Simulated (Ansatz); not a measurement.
## AlN under a change: biaxial strain −1.80 %, plane normal [001], relaxed out of plane

The reference is AlN in the wurtzite structure (space group P6_3mc, No. 186; a = 3.089 Å, c = 4.943 Å). Axes: x lies along a and z along c of the hexagonal cell.

One thing is altered: biaxial strain −1.80 %, plane normal [001], relaxed out of plane (Cartesian); in-plane vectors clamped, the third vector and the atoms free.

Method: Kohn–Sham DFT with the LDA functional, run in Ansatz (a first-principles code) with PAW and 420 eV plane waves, without spin-orbit coupling. Settings: 12×12×7 k-points, 0.05 eV Fermi–Dirac smearing.

The space group stays P6_3mc (No. 186) and the band gap grows by 0.34 eV (4.42 eV → 4.76 eV). The gap character is still direct at Γ and the width of the top valence band shrinks by 0.09 eV, from 2.44 eV to 2.35 eV. The electron mass goes from 0.32 mₑ (at Γ) to 0.30 mₑ out of plane, 0.34 mₑ in plane (at Γ) and the valence-band top at Γ (three highest levels, from the VBM) becomes 0.00, 0.00, -0.04 eV (base: 0.00, -0.23, -0.23 eV). The out-of-plane strain comes out as +1.04 % and the ratio −ε⊥/ε∥ is 0.58. The mean in-plane stress (compression positive) is +9.1 GPa.

Effective masses come from finite differences of ±0.01 Å⁻¹. Stability against distortions was not tested.
